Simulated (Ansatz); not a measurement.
Start from AlPd (space group P2_13, No. 198; a = 4.851 Å; a cell from a computed database, its experimental status unchecked). Axes: x, y, z lie along the cube axes.

Method: PBEsol (Ansatz, a first-principles code, PAW, no spin-orbit coupling).

Before the change:

* **Volume per atom**: 14.26 Å³
* **Band gap**: zero

The change: uniaxial stress, 3 GPa tension along z; all other stress components relax to zero.

Estimate the effect on the energy relative to the base, volume per atom and band gap.

The energy rises by 2.1 meV/atom; the volume per atom rises by 0.093 Å³ to 14.36 Å³; the band gap is still zero.

Without a gap, meshes like the base's 10×10×10 leave anisotropic stresses uncertain by several tenths of a GPa, and small strain energies with them. Load acts through the strain it causes; cell and atoms are relaxed under it. Stability under load was not tested beyond the relaxation. All final runs are without spin polarisation.
